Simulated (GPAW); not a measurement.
**GPAW run on Cu₃Rh (P6_3/mmc, 8 atoms in the cell): self-consistent single point**

Method of the run: PBEsol, GPAW PAW datasets PBEsol (made by gpaw-setup) (plane waves; GPAW).

Input as run:

```python
from ase import Atoms
from ase.units import GPa
from gpaw import GPAW

atoms = Atoms(['Cu', 'Cu', 'Cu', 'Cu', 'Cu', 'Cu', 'Rh', 'Rh'],
              cell=[[5.264809, 0.000000, 0.000000],
                    [-2.632404, 4.559458, 0.000000],
                    [0.000000, 0.000000, 4.254552]],
              scaled_positions=[[0.327840, 0.163920, 0.750000],
                                [0.672160, 0.836080, 0.250000],
                                [0.163920, 0.327840, 0.250000],
                                [0.836080, 0.672160, 0.750000],
                                [0.836080, 0.163920, 0.750000],
                                [0.163920, 0.836080, 0.250000],
                                [0.666667, 0.333333, 0.250000],
                                [0.333333, 0.666667, 0.750000]],
              pbc=True)

calc = GPAW(mode={'name': 'pw', 'ecut': 800},
            xc='PBEsol',
            kpts=(5, 5, 5),
            occupations={'name': 'methfessel-paxton', 'width': 0.05, 'order': 0},
            nbands=-12,
            convergence={'density': 1e-05},
            symmetry={'symmorphic': False, 'tolerance': 0.0005},
            maxiter=150,
            txt='-')

atoms.calc = calc

energy = atoms.get_potential_energy()
print('Energy (eV):', round(energy, 6))
forces = atoms.get_forces()
print('Forces (eV/Ang):')
print(forces.round(5))
stress = atoms.get_stress()
print('Stress (GPa, Voigt):', (stress / GPa).round(4))
```

The program printed (abridged):

```
Input parameters:
  convergence: {density: 1e-05}
  kpts: [5 5 5]
  maxiter: 150
  mode: {ecut: 800,
         name: pw}
  nbands: -12
  occupations: {name: methfessel-paxton,
                order: 0,
                width: 0.05}
  symmetry: {symmorphic: False,
             tolerance: 0.0005}
  xc: PBEsol

species:
  Cu:
    name: Copper
    Z: 29.0
    valence: 11
    core: 18
    charge: 0.0
    file: Cu.PBEsol.gz

    # Using partial waves for Cu as LCAO basis

  Rh:
    name: Rhodium
    Z: 45.0
    valence: 15
    core: 30
    charge: 0.0
    file: Rh.PBEsol.gz

    # Using partial waves for Rh as LCAO basis

Reference energy: -530046.205832  # eV

Spin-paired calculation

Convergence criteria:
 Maximum [total energy] change in last 3 cyles: 0.0005 eV / valence electron
 Maximum integral of absolute [dens]ity change: 1e-05 electrons / valence electron
 Maximum integral of absolute [eigenst]ate change: 4e-08 eV^2 / valence electron
 Maximum number of scf [iter]ations: 150

Symmetries present (total): 24
Symmetries with fractional translations: 12
125 k-points: 5 x 5 x 5 Monkhorst-Pack grid
15 k-points in the irreducible part of the Brillouin zone
       k-points in crystal coordinates                weights
   0:     0.00000000    0.00000000    0.00000000          1/125
   1:     0.00000000    0.00000000    0.20000000          2/125
   2:     0.00000000    0.00000000    0.40000000          2/125
   [... 7 lines left out ...]
          ...
  14:     0.40000000    0.40000000    0.40000000         12/125

Wave functions: Plane wave expansion
  Cutoff energy: 800.000 eV
  Number of coefficients (min, max): 5216, 5263
  Pulay-stress correction: 0.000000 eV/Ang^3 (de/decut=0.000000)

Occupation numbers: Methfessel-Paxton:
  width: 0.0500  # eV
  order: 0

Eigensolver

Densities:
  Coarse grid: 35*35*28 grid
  Fine grid: 70*70*56 grid
  Total Charge: 0.000000

Density mixing:
  Method: separate
  Backend: pulay
  Linear mixing parameter: 0.05
  old densities: 5
  Damping of long wavelength oscillations: 50

Hamiltonian:
  XC and Coulomb potentials evaluated on a 70*70*56 grid
  External potential:
    NoExternalPotential

XC parameters: PBEsol with 2 nearest neighbor stencil

Number of atoms: 8
Number of atomic orbitals: 78
Number of bands in calculation: 60
Number of valence electrons: 96
Bands to converge: occupied

Density initialized from atomic densities
  60 bands from LCAO basis set

Atomic positions and initial magnetic moments

Positions:
   0 Cu     1.294511    0.747386    3.190914    ( 0.0000,  0.0000,  0.0000)
   1 Cu     1.337894    3.812072    1.063638    ( 0.0000,  0.0000,  0.0000)
   2 Cu     0.000000    1.494773    1.063638    ( 0.0000,  0.0000,  0.0000)
   3 Cu     2.632405    3.064685    3.190914    ( 0.0000,  0.0000,  0.0000)
   4 Cu     3.970298    0.747386    3.190914    ( 0.0000,  0.0000,  0.0000)
   5 Cu    -1.337893    3.812072    1.063638    ( 0.0000,  0.0000,  0.0000)
   6 Rh     2.632407    1.519818    1.063638    ( 0.0000,  0.0000,  0.0000)
   7 Rh    -0.000002    3.039640    3.190914    ( 0.0000,  0.0000,  0.0000)

Unit cell:
           periodic     x           y           z      points  spacing
  1. axis:    yes    5.264809    0.000000    0.000000    35     0.1303
  2. axis:    yes   -2.632404    4.559458    0.000000    35     0.1303
  3. axis:    yes    0.000000    0.000000    4.254552    28     0.1519

  Lengths:   5.264809   5.264808   4.254552
  Angles:   90.000000  90.000000 119.999997

Effective grid spacing dv^(1/3) = 0.1439

     iter     time        total  log10-change:
                         energy   eigst   dens
iter:   1 --:--:--   -49.879249
iter:   2 --:--:--   -45.622633   -1.34  -1.20
iter:   3 --:--:--   -42.277011   -0.85  -1.30
iter:   4 --:--:--   -41.438766   -1.63  -1.59
iter:   5 --:--:--   -41.426421   -2.55  -1.88
iter:   6 --:--:--   -41.291744   -2.53  -1.98
iter:   7 --:--:--   -41.294856   -2.69  -2.34
iter:   8 --:--:--   -41.269780c  -3.71  -2.50
iter:   9 --:--:--   -41.261484c  -3.21  -2.67
iter:  10 --:--:--   -41.260857c  -4.39  -2.94
iter:  11 --:--:--   -41.260849c  -5.65  -3.21
iter:  12 --:--:--   -41.260757c  -4.57  -3.22
iter:  13 --:--:--   -41.260676c  -5.63  -3.59
iter:  14 --:--:--   -41.260682c  -6.46  -3.72
iter:  15 --:--:--   -41.260656c  -6.44  -3.74
iter:  16 --:--:--   -41.260622c  -5.92  -3.88
iter:  17 --:--:--   -41.260625c  -6.34  -4.00
iter:  18 --:--:--   -41.260626c  -7.82c -4.16
iter:  19 --:--:--   -41.260634c  -6.76  -4.18
iter:  20 --:--:--   -41.260635c  -7.38  -4.44
iter:  21 --:--:--   -41.260633c  -8.47c -4.49
iter:  22 --:--:--   -41.260631c  -7.60c -4.52
iter:  23 --:--:--   -41.260631c  -8.32c -4.60
iter:  24 --:--:--   -41.260628c  -7.70c -4.65
iter:  25 --:--:--   -41.260628c  -8.49c -4.93
iter:  26 --:--:--   -41.260628c  -8.26c -5.11c

Converged after 26 iterations.

Dipole moment: (0.000000, -0.000000, 0.000000) |e|*Ang

Energy contributions relative to reference atoms: (reference = -530046.205832)

Kinetic:       -103.518169
Potential:      +80.225726
External:        +0.000000
XC:             -18.248343
Entropy (-ST):   -0.007932
Local:           +0.284123
SIC:             +0.000000
--------------------------
Free energy:    -41.264594
Extrapolated:   -41.260628

Showing only first 2 kpts
 Kpt  Band  Eigenvalues  Occupancy
  0    46      7.77813    2.00000
  0    47      7.93942    1.72919
  0    48      9.28583    0.00000
  0    49      9.28584    0.00000

  1    46      7.79726    2.00000
  1    47      7.79727    2.00000
  1    48      9.03652    0.00000
  1    49      9.03652    0.00000

Fermi level: 7.97836

No gap
No difference between direct/indirect transitions
Energy (eV): -41.260628

Forces in eV/Ang:
  0 Cu    0.09885    0.05707   -0.00000
  1 Cu   -0.09885   -0.05707   -0.00000
  2 Cu    0.00000    0.11414    0.00000
  3 Cu   -0.00000   -0.11414    0.00000
  4 Cu   -0.09885    0.05707    0.00000
  5 Cu    0.09885   -0.05707   -0.00000
  6 Rh    0.00000    0.00000   -0.00000
  7 Rh    0.00000   -0.00000    0.00000

Stress tensor:
     0.057657    -0.000000     0.000000
    -0.000000     0.057657    -0.000000
     0.000000    -0.000000     0.056000
Stress (GPa, Voigt): [ 9.2376  9.2376  8.9721 -0.      0.     -0.    ]
```

The run converged in 26 iterations. GPAW prints stress with tension positive.

The starting cell comes from a database of computed structures (which also holds hypothetical and non-ambient phases and stackings), without a prior relaxation at this level. Its lattice was rescaled by a random factor within 2.5 % of one. Spin polarisation is off. With a pressure of about -9 GPa the cell is away from its equilibrium volume at this level.

Cost on one core of a shared machine: roughly 2 min.
